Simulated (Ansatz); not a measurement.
Start from Ir in the fcc (Cu type) structure (space group Fm-3m, No. 225; a = 3.812 Å; relaxed with 0.1 eV smearing). Axes: x, y, z lie along the cube axes.

Calculations: LDA (Ansatz, a first-principles code, PAW, no spin-orbit coupling).

Strains are applied to the cell and any free atomic positions relax.

One change was made to it. Results:

| quantity | base | after |
|---|---|---|
| energy relative to the base (free energy F) | 0 meV/atom | +0.7 meV/atom |
| pressure (mean of the normal stresses, compression positive) | 0.0 GPa | 2.1 GPa |
| shortest interatomic distance | 5.094 bohr | 5.081 bohr |

Task: Which of these changes matches the shifts?
(A) uniaxial strain ε_zz = −0.50 %
(B) uniaxial strain ε_zz = +0.50 %
(C) uniaxial strain ε_zz = −1.50 %

Result: A, uniaxial strain ε_zz = −0.50 %. For comparison, the pressure in the other runs: uniaxial strain ε_zz = +0.50 % gives -2.0 GPa; uniaxial strain ε_zz = −1.50 % gives 6.4 GPa.

Whether these cells are dynamically stable was not tested. The final runs are not spin-polarised.
